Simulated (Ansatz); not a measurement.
Take LiH in the rock salt structure (space group Fm-3m, No. 225; a = 4.0075 Å) as the base.

Computed with PBE (Ansatz, an electronic-structure program), no spin-orbit coupling, earlier PAW set.

For the base:

* **Width of the top valence band**: 5.45 eV
* **Band gap**: 2.98 eV
* **Electron mass**: 0.12 mₑ along k, 1.0 mₑ across (at X)
* **Pressure**: 0.0 kbar

The change: the cell is scaled by 1.0385 in all directions, atoms relaxed at fixed cell.

Q: What does the calculation give for the width of the top valence band after the change?

A: The width of the top valence band decreases by 0.422 eV to 5.02 eV.

Q: What happens to the energy relative to the base?

A: The energy grows by 11 meV/atom.

Q: How does this affect the band gap?

A: The band gap grows by 0.074 eV to 3.06 eV.

Q: Estimate the effect on the electron mass.

A: The electron mass goes from 0.12 mₑ along k, 1.0 mₑ across (at X) to 0.13 mₑ along k, 1.0 mₑ across (at X).

Q: What does the calculation give for the pressure after the change?

A: The pressure goes from zero to -34.1 kbar.

The cells carry an imposed strain or load. Masses are band curvatures over ±0.01 Å⁻¹ around the edge. Along k means along the line from Γ to the band edge. Stability against distortions was not tested.
